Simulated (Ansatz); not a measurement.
# Response to strain in TiAl

Consider TiAl (space group P4/mmm, No. 123; a = 2.824 Å, c = 4.075 Å; relaxed with 0.1 eV smearing). Axes: x, y, z lie along a, b, c of the conventional cell.

Strains are applied to the cell and any free atomic positions relax.

Calculations: PBE (Ansatz, an electronic-structure program, PAW, no SOC).

Notes on the quantities. energy relative to the base: free energy F; pressure: mean of the normal stresses, compression positive.

```csv
variant,energy relative to the base,volume per atom,pressure
base,0 meV/atom,16.25 Å³,0.0 GPa
uniaxial strain ε_zz = −2.50 %,+5.4 meV/atom,15.84 Å³,3.0 GPa
uniaxial strain ε_zz = −2.00 %,+3.5 meV/atom,15.92 Å³,2.4 GPa
uniaxial strain ε_zz = −1.50 %,+2.0 meV/atom,16.01 Å³,1.7 GPa
uniaxial strain ε_zz = −0.50 %,+0.2 meV/atom,16.17 Å³,0.6 GPa
uniaxial strain ε_zz = +0.50 %,+0.2 meV/atom,16.33 Å³,-0.6 GPa
uniaxial strain ε_zz = +1.50 %,+1.9 meV/atom,16.49 Å³,-1.6 GPa
uniaxial strain ε_zz = +2.00 %,+3.4 meV/atom,16.57 Å³,-2.1 GPa
uniaxial strain ε_zz = +2.50 %,+5.2 meV/atom,16.66 Å³,-2.7 GPa
uniaxial strain ε_zz = +3.00 %,___,16.74 Å³,___
```

**Question.** Some entries are withheld; estimate them.

**Answer.** 
- uniaxial strain ε_zz = +3.00 %, energy relative to the base: +7.5 meV/atom
- uniaxial strain ε_zz = +3.00 %, pressure: -3.1 GPa

No phonon test of stability was made. All final runs are without spin polarisation.
